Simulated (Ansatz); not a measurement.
The parent structure is Cu3N (space group Pm-3m, No. 221; a = 3.7649 Å).

Calculations: PBEsol in Ansatz (plane waves to 420 eV, PAW, no spin-orbit coupling).

Base values:

The volume per atom comes out as 13.34 Å³.

One thing is altered: Ga takes the place of Cu on all its sites; the structure is relaxed again.

Tabulated Pauling electronegativity and covalent radius: Cu 1.90, 1.32 Å; Ga 1.81, 1.22 Å.

**Question.** What does the calculation give for the volume per atom after the change?

**Answer.** The volume per atom grows by 6.31 Å³ to 19.65 Å³.

No phonon test of stability was made. As relaxed here, Ga3N is a hypothetical phase, not in the database extracts checked. All final runs are without spin polarisation.

Ansatz is an electronic-structure program.
